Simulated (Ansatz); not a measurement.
For Si (R-3, No. 148, 8 atoms in the cell; start mp-571520; another form than the element's usual one), LDA in Ansatz (PAW) gives:

- equilibrium lattice constant a: 9.317 Å
- c axis length: 5.577 Å
- bulk modulus B0: 88.0 GPa
- cohesive energy: 5.17 eV/atom

What does r²SCAN in Ansatz (plane waves, PAW) give for the same quantities?


- lattice constant a: 9.431 Å (rises by 1.2 %)
- lattice parameter c: 5.666 Å (grows by 1.6 %)
- bulk modulus: 86.6 GPa (shrinks by 1.6 %)
- cohesive energy: 4.47 eV/atom (falls by 0.70 eV/atom)

Changes are worked out from the printed values.

Unless a cell is named, each level is at its own relaxed cell (LDA 17.47, r²SCAN 18.19 Å³/atom).

Caveats: the bulk modulus is −V dP/dV from two relaxed cells at ±2 % in volume (LDA, r²SCAN); the relaxation could not lower the start's symmetry, so the cell can be a saddle point above a distorted one (LDA, r²SCAN). Ansatz's density-functional and Hartree–Fock values are scalar-relativistic unless marked +SOC, with PAW data made under PBE.

A start named mp-… is a Materials Project structure, which need not be a measured phase.

Ansatz is a first-principles code.
